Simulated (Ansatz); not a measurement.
The reference is Cu3N (space group Pm-3m, No. 221; a = 3.765 Å).

Calculations: PBEsol, PAW, 420 eV (Ansatz, a first-principles code; without spin-orbit coupling).

Strains are applied to the cell and any free atomic positions relax.

One change was made to it. Results:

| quantity | base | after |
|---|---|---|
| pressure | 0.0 GPa | 5.3 GPa |
| energy relative to the base (free energy F) | 0 meV/atom | +7.5 meV/atom |

Problem. Which change produced these results?
A. isotropic strain −1.20 %
B. isotropic strain −0.60 %
C. isotropic strain −1.80 %

Solution. A, isotropic strain −1.20 %. For comparison, the energy relative to the base in the other runs: isotropic strain −0.60 % gives +1.9 meV/atom; isotropic strain −1.80 % gives +17 meV/atom.

Stability against distortions was not tested. The final runs are not spin-polarised.
